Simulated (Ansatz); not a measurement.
Structures of equal composition on the (100) surface of fcc Cu: a layer of Sn in place of the second plane; a layer of Sn in place of the third plane. The slabs share one bottom face, and each structure is named by its start. These are constructed structures in small cells; real faces may alloy, dewet or reconstruct in larger ones, and not all known structures of the face are among them. Slabs of about 9 Å with all that they carry, Fermi-Dirac smearing of 0.1 eV. Bottom of the slabs: a bare face, its two planes held. Relaxed from the named starts with such symmetry as they have, on meshes of like density; energies extrapolated to zero smearing; no spin-orbit coupling, no U. Spin-polarised runs, if any, are marked in brackets, and their order is one that fits the cell; the others ran without spin.

Calculation: PBE (plane waves to 420 eV, PAW; Ansatz, a quantum-chemistry and plane-wave program).

Rank these by energy per 1x1 cell (lowest first), as PBE gives it.

a layer of Sn in place of the second plane (0.000 eV), a layer of Sn in place of the third plane (0.063 eV)
